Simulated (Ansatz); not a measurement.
Take CdTe in the zinc blende structure (space group F-43m, No. 216) as the base.

```
CdTe
1.0
    0.00000     3.20432     3.20432
    3.20432     0.00000     3.20432
    3.20432     3.20432     0.00000
Cd Te
1 1
Direct
  0.00000   0.00000   0.00000
  0.25000   0.25000   0.25000
```

Cartesian axes are those of the cell as printed.

Computed with Ansatz (a program for electronic structure) LDA, no SOC.

For the base:

Valence-band top at Γ: 0.00, 0.00, 0.00 eV

Now apply this change: the cell is compressed by 0.50 % along z with no lateral relaxation, atoms relaxed at fixed cell.

Q: What does the calculation give for the valence-band top at Γ and stress after the change?

A: The valence-band top at Γ (three highest levels, from the VBM) becomes 0.00, -0.02, -0.02 eV (base: 0.00, 0.00, 0.00 eV); the stress (xx, yy, zz, yz, xz, xy; compression positive) comes out as (0.20, 0.20, 0.29, 0.00, 0.00, 0.00) GPa.

Spin-orbit coupling, missing from the scalar runs, can matter with Te. The levels and masses belong to the bands next to the band gap. The cells carry an imposed strain or load. No phonon test of stability was made.
